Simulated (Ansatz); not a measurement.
Cells marked so need not be the phases stable at ambient conditions, and some may be hypothetical.

 Where the default PAW files enter, the runs use the earlier of Ansatz's two default sets.

The gap is the functional's own, uncorrected, and κ follows it; spin-orbit coupling is left out. Mid-gap values are interpolated between the computed energies.

A. RbTl(SO4)2 (R32, not sure to be the ambient phase, 12 atoms a cell, 14.9 Å³ an atom), along the normal of (001)
B. Sr(MgBi)₂ (P-3m1, not sure to be the ambient phase, 5 atoms a cell, 32.3 Å³ an atom), along the normal of (001)
C. LaAlH6 (R-3m, not sure to be the ambient phase, 8 atoms a cell, 9.6 Å³ an atom), along the normal of (110)

### Question
Put the candidates in order of mid-gap decay constant of the slowest evanescent state, highest first, for r2SCAN (Ansatz, a first-principles code).

### Answer
A (0.44 1/Å), C (0.26 1/Å), B (0.07 1/Å)
